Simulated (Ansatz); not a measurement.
The reference is W in the bcc (W type) structure (space group Im-3m, No. 229; relaxed with 0.1 eV smearing).

```
CELL_PARAMETERS angstrom
     -1.57711     1.57711     1.57711
      1.57711    -1.57711     1.57711
      1.57711     1.57711    -1.57711
ATOMIC_POSITIONS crystal
  W  0.00000 0.00000 0.00000
```

The values are results of PBEsol in Ansatz (plane waves to 420 eV, PAW, no SOC), not measurements.

Base values:

The pressure comes out as 0.0 GPa. The band gap is zero.

It is then changed as follows: the cell is scaled by 1.0200 in all directions; the atoms relax in the strained cell.

Problem. Predict the new energy relative to the base, pressure and band gap.

Solution. The energy grows by 53 meV/atom; the pressure goes from zero to -16.9 GPa; the band gap is still zero.

Whether these cells are dynamically stable was not tested. The final runs are not spin-polarised.

Ansatz is a quantum-chemistry and plane-wave program.
